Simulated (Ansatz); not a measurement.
## Pressure series in Ir

Consider Ir in the fcc (Cu type) structure (space group Fm-3m, No. 225; a = 3.8705 Å).

Cell and atoms are relaxed at each pressure.

Calculations: PBE, PAW, 420 eV (Ansatz, an electronic-structure program; no SOC), earlier PAW set.

Notes on the quantities. enthalpy: H = E + PV relative to the base's energy.

```json
[
 {"case": "base", "enthalpy": "–", "lattice parameter a": "3.871 Å"},
 {"case": "pressure −2 GPa", "enthalpy": "-0.18 eV/atom", "lattice parameter a": "3.878 Å"},
 {"case": "pressure −1 GPa", "enthalpy": "-0.09 eV/atom", "lattice parameter a": "3.874 Å"},
 {"case": "pressure 0.9 GPa", "enthalpy": "+0.08 eV/atom", "lattice parameter a": "3.867 Å"},
 {"case": "pressure 2.1 GPa", "enthalpy": "+0.19 eV/atom", "lattice parameter a": "3.863 Å"},
 {"case": "pressure 4.5 GPa", "enthalpy": "+0.40 eV/atom", "lattice parameter a": "3.854 Å"},
 {"case": "pressure 9 GPa", "enthalpy": "+0.80 eV/atom", "lattice parameter a": "3.839 Å"},
 {"case": "pressure 15 GPa", "enthalpy": "+1.33 eV/atom", "lattice parameter a": "3.820 Å"},
 {"case": "pressure 22.5 GPa", "enthalpy": "+1.98 eV/atom", "lattice parameter a": "3.799 Å"},
 {"case": "pressure 30 GPa", "enthalpy": "+2.61 eV/atom", "lattice parameter a": "3.779 Å"}
]
```

Load acts through the strain it causes; cell and atoms are relaxed under it. No phonon test of stability was made. No other phases were tried under pressure. The final runs are not spin-polarised.
